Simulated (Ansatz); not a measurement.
Nb2AsC: response to strain

The reference is Nb2AsC (space group P6_3/mmc, No. 194; a cell from a computed database, its experimental status unchecked).

```
CELL_PARAMETERS angstrom
      3.29878     0.00000     0.00000
     -1.64939     2.85682     0.00000
      0.00000     0.00000    11.90792
ATOMIC_POSITIONS crystal
  Nb 0.33333 0.66667 0.40552
  Nb 0.66667 0.33333 0.59448
  Nb 0.66667 0.33333 0.90552
  Nb 0.33333 0.66667 0.09448
  As 0.66667 0.33333 0.25000
  As 0.33333 0.66667 0.75000
  C  0.00000 0.00000 0.50000
  C  0.00000 0.00000 0.00000
```

Cartesian axes are those of the cell as printed.

Strains are applied to the cell and any free atomic positions relax; under biaxial strain the out-of-plane vector relaxes too.

Method: DFT with PBEsol, PAW potentials and a 420 eV plane-wave cutoff in Ansatz (an electronic-structure program), no SOC.

Notes on the quantities. pressure: mean of the normal stresses, compression positive.

```tsv
change	volume per atom	pressure
base	14.03 Å³	0.0 GPa
biaxial strain −2.06 %, plane normal [001], relaxed out of plane	___	___
biaxial strain −0.90 %, plane normal [001], relaxed out of plane	13.91 Å³	1.7 GPa
isotropic strain −3.65 %	12.55 Å³	31.9 GPa
isotropic strain −1.83 %	13.27 Å³	14.0 GPa
```

**Question.** Complete the table.

**Answer.** 
- biaxial strain −2.06 %, plane normal [001], relaxed out of plane, volume per atom: 13.75 Å³
- biaxial strain −2.06 %, plane normal [001], relaxed out of plane, pressure: 4.0 GPa

Without a gap, meshes like the base's 16×16×4 leave anisotropic stresses uncertain by several tenths of a GPa, and small strain energies with them. Stability against distortions was not tested. All final runs are without spin polarisation.
